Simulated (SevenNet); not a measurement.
# Cubic perovskite SrVO₃

These are the machine-learned potential SevenNet-l3i5 (trained on PBE and PBE+U data) values and carry that method's errors.

Cell: relaxed at this level.

- lattice parameter a = 3.906 Å
- volume per atom = 11.92 Å³/atom

Measured, for comparison: lattice constant a 3.842 Å, equilibrium volume per atom 11.34 Å³/atom (temperature not stated, no zero-point or thermal correction; as tabulated in Marks et al. (2021), arXiv:2103.05797). Computed (rounded) less measured: lattice constant a +1.7 %, equilibrium volume per atom +5.1 %.

A machine-learned potential is trained on density-functional data: it inherits that level's misses and adds fitting errors of its own.

Note: the model gives imaginary modes for this phase (in the spectrum interpolated from a supercell); the model's elastic tensor is not positive definite here; this model's volume lies 5 % above that of the starting cell (a measured, published or database cell).
